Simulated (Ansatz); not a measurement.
The starting structures come from a database of crystals and need not be the phases stable at ambient conditions.

Tunnelling through a barrier is set by its complex band structure: the current falls as exp(−2κd) with the smallest κ.

Here is the system:

```
CELL_PARAMETERS angstrom
      5.42131     0.00000     0.00000
      0.00000    10.81988     0.00000
      2.71066     5.40994     2.93269
ATOMIC_POSITIONS crystal
  Na 0.25000 0.48954 0.50000
  Na 0.75000 0.51046 0.50000
  Na 0.25000 0.01046 0.50000
  Na 0.75000 0.98954 0.50000
  Na 0.75000 0.25000 0.50000
  Na 0.25000 0.75000 0.50000
  Ag 0.50000 0.50000 0.00000
  Ag 0.00000 0.00000 0.00000
  O  0.22534 0.63564 0.00000
  O  0.77466 0.36436 0.00000
  O  0.72534 0.86436 0.00000
  O  0.27466 0.13564 0.00000
```

Space group of this cell: Ibam. The cell is taken as given.

Transport runs along the normal of the first two printed cell vectors.

The gap is the functional's own. No spin-orbit coupling. Mid-gap values are interpolated on the energy grid.

### Question
Predict the band gap and the smallest decay constant κ at mid-gap from r2SCAN (Ansatz, an electronic-structure program).

### Answer
Gap 1.54 eV on a 10×10×10 mesh; κ = 0.254 1/Å, at the zone centre.
